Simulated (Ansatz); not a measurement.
Here is the system:

```xyz
4
Lattice="3.8913 0.0000 0.0000 0.0000 3.8913 0.0000 0.0000 0.0000 3.8913" Properties=species:S:1:pos:R:3 pbc="T T T"
Ta     0.0000     0.0000     0.0000
Os     0.0000     1.9457     1.9457
Os     1.9457     0.0000     1.9457
Os     1.9457     1.9457     0.0000
```

Calculation: PBEsol, DFPT electron-phonon coupling, linearised Boltzmann equation (plane waves, PAW, scalar-relativistic; Ansatz, a first-principles code). How the cell was made: relaxed with this functional, without spin-orbit coupling.

Q: Predict λ, the logarithmic mean phonon energy and the superconducting Tc for μ* = 0.13 referred to 15.5 meV.

A: λ = 0.85, ħω_log = 14.6 meV, Tc 7.5 K from the anisotropic Eliashberg equations. μ* is a chosen number, and Tc is 10.6 K at 0.08 and 5.9 K at 0.16.

A metal at this level (no band gap). The phonons are harmonic. Spin-orbit coupling is left out, which matters with elements this heavy. For metals of groups 4 to 10, Tc at these values of μ* can lie well above the measured one. Halving the electron mesh (24x24x24) moves the coupling by up to 2 %, Tc by up to 4 %. Smearing 0.20 eV; phonons on a 4x4x4 q mesh, which this run doesn't test.

Computed structure, not matched to a measured one here, so possibly hypothetical: TaOs3 (Pm-3m).
